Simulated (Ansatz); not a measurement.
The parent structure is ZnGeAs$_{2}$ in the chalcopyrite structure (space group I-42d, No. 122; a = 5.655 Å, c = 11.187 Å). Axes: x, y, z lie along a, b, c of the conventional cell.

Method: PBEsol (Ansatz, an electronic-structure program, PAW, no spin-orbit coupling).

Strains are applied to the cell and any free atomic positions relax.

One change was made to it. Results:

```json
[
 {"quantity": "energy relative to the base (free energy F)", "base": "0 meV/atom", "after": "+5.8 meV/atom"},
 {"quantity": "band gap", "base": "0.16 eV", "after": "zero"},
 {"quantity": "shortest interatomic distance", "base": "2.436 Å", "after": "2.423 Å"}
]
```

Problem. Name the change that was made.
A. tensor shear ε_xz = +0.40 %
B. tensor shear ε_xz = +1.20 %
C. tensor shear ε_xz = +2.00 %

Solution. C, tensor shear ε_xz = +2.00 %. For comparison, the band gap in the other runs: tensor shear ε_xz = +1.20 % gives 0.08 eV; tensor shear ε_xz = +0.40 % gives 0.14 eV.

Stability against distortions was not tested. All final runs are without spin polarisation. The zero or small gap of ZnGeAs2 can change with the level of theory.
